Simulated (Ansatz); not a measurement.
Hypothetical zinc blende ScAs under a change: biaxial strain −1.50 %, plane normal [111], relaxed out of plane

Take ScAs in the zinc blende structure (space group F-43m, No. 216; a = 6.0391 Å; a hypothetical phase, not in the database extracts checked) as the base. Axes: x, y, z lie along the cube axes.

Modification: compressive biaxial strain of 1.50 % in the plane normal to [111], as in epitaxy on a mismatched substrate; the out-of-plane cell vector and the atoms relax.

Level of theory: PBEsol (Ansatz, a quantum-chemistry and plane-wave program, PAW, no spin-orbit coupling). Settings: 10×10×10 k-points, 0.05 eV Fermi–Dirac smearing.

```json
[
 {"quantity": "volume per atom", "base": "27.53 Å³", "changed": "27.27 Å³", "shift": "-0.26 Å³"},
 {"quantity": "space group", "base": "F-43m (No. 216)", "changed": "R3m (No. 160)", "shift": "–"},
 {"quantity": "shortest interatomic distance", "base": "2.615 Å", "changed": "2.606 Å", "shift": "-0.009 Å"},
 {"quantity": "energy relative to the base (free energy F)", "base": "0 meV/atom", "changed": "+1.9 meV/atom", "shift": "+1.9 meV/atom"},
 {"quantity": "pressure (mean of the normal stresses, compression positive)", "base": "0.00 GPa", "changed": "0.49 GPa", "shift": "+0.49 GPa"},
 {"quantity": "band gap", "base": "1.48 eV", "changed": "1.39 eV", "shift": "-0.09 eV"},
 {"quantity": "gap character", "base": "–", "changed": "direct at F", "shift": "–"},
 {"quantity": "out-of-plane strain", "base": "–", "changed": "+2.11 %", "shift": "–"},
 {"quantity": "ratio −ε⊥/ε∥", "base": "–", "changed": "1.40", "shift": "–"},
 {"quantity": "mean in-plane stress (compression positive)", "base": "–", "changed": "+0.7 GPa", "shift": "–"}
]
```

Final structure (turned so that z lies along the plane normal):

```yaml
crystal:
  lattice:
    - [4.20620, 0.00000, 0.00000]
    - [2.10310, 3.64268, 0.00000]
    - [2.10310, -1.21423, 3.56011]
  atoms:
    - { symbol: As, position: [0.49485, 0.75257, 0.25772] }
    - { symbol: Sc, position: [0.00515, 0.99743, 0.99228] }
```

No phonon test of stability was made. The final runs are not spin-polarised. Labels are those of the standard path for the cell's own space group.
